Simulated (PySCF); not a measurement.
PySCF 2.14.0, PBE0/def2-svp, df: Sn(H)2(Me)(NMe2) ([CH3][SnH2][N](C)C), 16 atoms. The geometry is a generated start, not checked to be a minimum at this level.

- task = energy and gradient
- method = pbe0
- basis = def2-svp
- two-electron scheme = density fitting
- mol.max_memory = 7000 MB
- mf.init_guess = minao (default)
- mf.DIIS = CDIIS (default)
- mf.diis_space = 8 (default)
- mf.conv_tol = 1e-09 (default)
- effective core potentials = those of the basis set, past Kr
- basis functions (reference run) = 137
- grid points (reference run) = 1241072

```xyz
16

Sn     1.0332     0.6232    -0.6899
C      2.5246    -0.5465     0.3486
N     -0.7591     0.2594     0.2387
C     -1.9050     1.0225    -0.1900
C     -1.1363    -1.1021     0.5297
H      1.0733     0.3956    -2.3848
H      1.1903     2.2769    -0.4566
H      2.1937    -0.7345     1.3643
H      2.6967    -1.4958    -0.1521
H      3.4617    -0.0002     0.3786
H     -2.3691     0.6216    -1.0983
H     -1.6153     2.0565    -0.3706
H     -2.6560     1.0067     0.6045
H     -0.2797    -1.6627     0.8967
H     -1.8943    -1.0938     1.3183
H     -1.5586    -1.6266    -0.3371
```
Charge 0, spin multiplicity 1.

The reference run has mf.grids.level = 8; it is not itself proven converged. Single runs; times are not shown.

Measured:

| setting | grid points | energy against the reference | difference in forces (largest component) |
|---|---|---|---|
| the reference | 1241072 | — | — |
| mf.grids.level = 6 | 702312 | under 0.001 meV/atom | 0.14 meV/Å |
| mf.grids.level = 5 | 476992 | under 0.001 meV/atom | 0.16 meV/Å |
| mf.grids.level = 4 | 318616 | +0.0016 meV/atom | 0.59 meV/Å |
| mf.grids.level = 3 (default) | 186104 | −0.017 meV/atom | 2.1 meV/Å |
| mf.grids.level = 2 | 117752 | −0.020 meV/atom | 2.3 meV/Å |
| mf.grids.level = 1 | 55880 | +0.066 meV/atom | 6.9 meV/Å |

Problem. How far does the result lie from the reference with mf.grids.level = 0?

Solution. grid points: 13976; energy against the reference: +38 meV/atom; difference in forces (largest component): 95 meV/Å. Total energies are compared; such shifts often cancel in part in energy differences. The gradients leave out the derivatives of the grid weights.
